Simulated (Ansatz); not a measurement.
## F on the 1x1 (101) surface of anatase TiO2 (cut with top plane O), one in a 2x1 cell, started at the site 'top O'

Host crystal: anatase TiO2, with a band gap (PBE, scalar-relativistic without spin-orbit coupling).

Calculation: HSE06, at the PBE geometry and the start's symmetry (plane waves to 420 eV, PAW; Ansatz, a program for electronic structure).

Slab: 37 atoms, 9.4 Å thick at the start under the adsorbate (thin: gaps and levels are the slab's own); k 2x3x1, smearing 0.01 eV, dipole-corrected; single point; no symmetry held, on the structure that PBE left; spin-polarised, ending with about 1.0 μB a cell; orders that need a larger cell were not tried, no spin-orbit, no U, no dispersion correction. The program's check for a lower electronic state was not made. It is one chosen start, not shown to be the lowest state of the adsorbate.

The energy of the end state, in which the adsorbate broke or entered a bond of the host, against ½ F2(g) at the same level is 9.5 kcal/mol and the gap of the slab on its k-mesh is 1.39 eV. The highest filled level below the top vacuum level is 9.02 eV and the change of the step from the bottom to the top vacuum level, against the clean slab is 0.36 eV. The height of the binding atom over the mean of the host atoms within 0.3 Å of the top one comes out as 0.702 Å and the magnetic moment of the cell is 1.00 μB. The note is in the relaxation the adsorbate left its starting site by 1.5 Å.

A negative adsorption energy means that the adsorbate is more stable on the surface than in its reference.
